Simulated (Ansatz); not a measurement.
The starting structures come from a database of crystals and need not be the phases stable at ambient conditions.

 Where the default PAW files enter, the runs use the earlier of Ansatz's two default sets.

```
CELL_PARAMETERS angstrom
      5.27398     0.00000     0.00000
      0.00000     7.45853     0.00000
      0.00000     3.72927     3.72927
ATOMIC_POSITIONS crystal
  S  0.00000 0.00000 0.00000
  S  0.50000 0.50000 0.00000
  Au 0.25000 0.75000 0.50000
  Au 0.75000 0.75000 0.00000
  Au 0.25000 0.25000 0.50000
  Au 0.75000 0.25000 0.00000
```

Space group of this cell: Pn-3m. The cell is taken as given.

Transport runs along the normal of the first two printed cell vectors, the (110) plane of the conventional cell.

The gap is the functional's own. No spin-orbit coupling. Mid-gap values are interpolated on the energy grid.

Question: Give the band gap and the smallest decay constant κ at mid-gap that Ansatz (an electronic-structure program) with r2SCAN yields.

Answer: Gap 2.43 eV on a 8×8×8 mesh; κ = 0.171 1/Å, at the zone centre.
